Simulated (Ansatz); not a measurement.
BN (P6_3mc), r2SCAN, rigid bands (Ansatz, a quantum-chemistry and plane-wave program). Band gap 5.74 eV, N_c = 1.32e19 cm⁻³ and N_v = 4.54e19 cm⁻³ at 300 K, conductivity masses along x (a = (2.54, 0.00, 0.00) Å; b = (-1.27, 2.20, 0.00) Å; c = (0.00, 0.00, 4.20) Å) of 0.501 mₑ (electrons) and 0.813 mₑ (holes). Take k_BT = 0.02585 eV.

**Question.** What thermal injection velocity √(2k_BT/πm) limits a ballistic channel along the direction named?

**Answer.** 7.60e6 cm/s for electrons and 5.97e6 cm/s for holes, a ratio of √(m_h/m_e) = 1.27, for dilute carriers.

**Question.** Find the intrinsic carrier density and the intrinsic Fermi level.

**Answer.** n_i = √(N_c N_v) exp(−E_g/2k_BT) = 2.45e19 × exp(−111.02) = 1.5e-29 cm⁻³. The level lies (k_BT/2) ln(N_v/N_c) = 16 meV from mid-gap (positive towards the conduction band). Each 0.1 eV added to the gap lowers n_i by a factor of 6.9.

**Question.** A film of it is 8 nm thick, with its normal along the direction named. Estimate the confinement energies in an infinite well.

**Answer.** ħ²π²/(2m t²) = 0.376 eV·nm²/(m/mₑ × t²) gives 11.7 meV for electrons and 7.23 meV for holes, so the gap would widen to about 5.76 eV. Finite barriers and nonparabolic bands lower this, and with several valleys or bands the heaviest mass along the normal sets the lowest level, not this average.

Rigid bands with the computed gap; masses take one relaxation time for all states. Spin-orbit coupling is left out. Geometry: cell and atoms relaxed with PBEsol.
